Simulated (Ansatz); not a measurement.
Ansatz (an electronic-structure program), DFT, PBE, plane waves, its default PAW files: Al(111) slab of 24 layers, 1x1, N adatom, atoms displaced (Al24N), unrelaxed, 25 atoms. Basis and mesh were picked for this test and aren't claimed converged.

| Property | Value |
|---|---|
| cell | 2.86, 2.86, 75.38 Å; 90, 90, 60° |
| distance to the nearest atom | 2.06 to 2.86 Å |
| task | single point |
| k mesh | 10×10×1 |
| hamiltonian.xc | pbe |
| kind of files | paw |
| scf.occupations.method | gaussian |
| scf.occupations.width | 0.2 eV |
| output.forces | true |
| binding of workers (--pin) | off |
| k-point pools (--kpoint-pools) | 1 |
| memory maximum (--max-ram) | 8GiB |
| accuracy | medium (default) |
| basis.precision | auto (default) |
| basis.xc_grid | 2 (default) |
| scf.eigensolver.kind | auto (default) |
| scf.convergence.dr2_threshold | 1e-07 (default) |
| scf.lower_state_search | light (default) |
| k-points after symmetry | 52 |
| bands at the start | 64 |
| electrons | 77 |
| plane waves at Γ | 10499 |
| cutoff (eV) | 420 |
| FFT grid | 20×20×512 |
| symmetry operations | 1 |

Settings of this run: scf.mixing.algorithm = auto, scf.mixing.preconditioner = kerker_dos; 4 threads.

| iteration | dr2 (eV) | Hψ |
|---|---|---|
| 1 | 2.89e3 | 21555 |
| 2 | 5.66e2 | 8730 |
| 3 | 2.33e2 | 6653 |
| 4 | 6.39e1 | 7174 |
| 5 | 1.48e0 | 3906 |
| 6 | 9.64e0 | 3133 |
| 7 | 3.23e-1 | 2923 |
| 8 | 2.08e-1 | 3529 |
| 9 | 1.16e-1 | 2688 |
| 10 | 1.34e-1 | 2676 |
| 11 | 3.16e-2 | 2645 |
| 12 | 5.21e-2 | 2848 |
| 13 | 2.55e-1 | 2729 |
| 14 | 1.45e-2 | 2733 |
| … | … | … |
| 26 | 7.35e-5 | 2932 |
| 27 | 1.16e-4 | 3333 |
| 28 | 1.60e-4 | 2665 |
| 29 | 2.59e-4 | 2732 |
| 30 | 1.62e-4 | 2639 |
| 31 | 1.07e-4 | 2629 |
| 32 | 7.43e-5 | 2662 |
| 33 | 7.79e-5 | 2652 |
| … | … | … |
| 44 | 6.65e-5 | 2673 |
| 45 | 7.82e-5 | 2707 |
| 46 | 3.24e-5 | 2648 |
| 47 | 1.93e-4 | 6161 |
| 48 | 1.12e-3 | 32995 |
| 49 | 2.59e-5 | 10401 |
| 50 | 3.20e-8 | 10901 |
| 51 | 3.21e-8 | 12184 |

It converged after 51 SCF iterations (all cycles of the run, searches included).

### Question
The cycle is slow. Which setting should be changed?

### Answer
One answer among several that fit: scf.mixing.preconditioner = auto (default) (11 SCF iterations (all cycles of the run, searches included)) or scf.mixing.preconditioner = ldos (11 SCF iterations (all cycles of the run, searches included)), all else kept. The other changes of this size gave: scf.mixing.preconditioner = kerker (46); scf.mixing.preconditioner = local_kerker (57); scf.mixing.preconditioner = none (70). The first change moves the result by: energy under 0.001 meV/atom, forces (largest component) 0.036 meV/Å. Counts are of single runs.

Keys are those of Ansatz 0.2.
